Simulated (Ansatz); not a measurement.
**Zr: energy against volume**

Zr (hcp, P6_3/mmc, 23.500 Å³/atom and stress up to 0.01 GPa in the relaxed cell, c along z) under hydrostatic pressure, with the cell free. r2SCAN in Ansatz, a plane-wave DFT program (PAW, default set), 500 eV, 16×16×9 Γ-centred mesh, Fermi-Dirac smearing 0.05 eV; ions are relaxed, or left where forces stay under 0.02 eV/Å, within the symmetry of each cell.

Here V stands for volume and E for E less E0.

| volume (Å³/atom) | E less E0 (meV/atom) | pressure (GPa) |
|---|---|---|
| 24.0150 | 3.30 | -2.00 |
| 23.7515 | 0.80 | -1.00 |
| 23.4998 | 0.00 | 0.00 |
| 23.2862 | 0.58 | 0.89 |
| 23.0064 | 3.17 | 2.10 |
| 22.4900 | 13.73 | 4.50 |
| 21.6343 | ? | ? |

The 6 complete rows are fitted with the third-order Birch-Murnaghan form, a cubic in V^(-2/3), E against V. With u = V^(-2/3) - 0.1225, the rows have u = -0.0023626, -0.0014757, -0.0006130, 0.0001312, 0.0011235, 0.0030087. Least squares gives E = 0.392 + 1291.4·u + 1057269·u² - 4334686·u³. Residuals (row less fit): 0.000, -0.003, 0.001, 0.000, -0.001, 0.000; standard error 0.002 (degrees of freedom: 2). Its minimum lies at u = -0.0006084, so V0 = (0.1218916)^(-3/2) = 23.50. There d²E/du² = 2130000 and d³E/du³ = -2.601e7, so B0 = (4/9) × 23.50^(-7/3) × 2130000 × 0.160218 = 95.9 GPa (the last factor turns the table's units into GPa), and B0' = 4 + (2/3) × 0.1218916 × (-2.601e7)/2130000 = 3.0. B0' rests on the cubic coefficient alone and has a standard error of 0.1 from these residuals.

Question: Predict the withheld E at V = 21.6343 from the fit, and compare with the calculation.

Answer: u = 0.0062967, so E = 0.392 + 1291.4 × 0.0062967 + 1057269 × 0.0062967² - 4334686 × 0.0062967³ = 49.360 meV/atom. The calculation gives 49.46 meV/atom, 0.100 meV/atom above the prediction (0.2 % of the range of E in the table). The row lies outside the fitted rows, so this is an extrapolation. The scatter of the fitted rows lies at the last printed digit.

In a metal these values are sensitive to mesh and smearing; energies are taken to zero smearing, stresses follow the free energy. The runs aren't spin-polarised. Other structures, which can take over under pressure, weren't tried. The same form fitted to the pressure column gives B0' = 3.2; series where the two differ by over 0.4 aren't shown. Rows are the converged runs of the series near zero and its far end, less any whose ions stayed unrelaxed beside relaxed ones; series whose fitted rows scatter by over a few per cent of the range, as at a crossing or softening among them, aren't shown in this form.
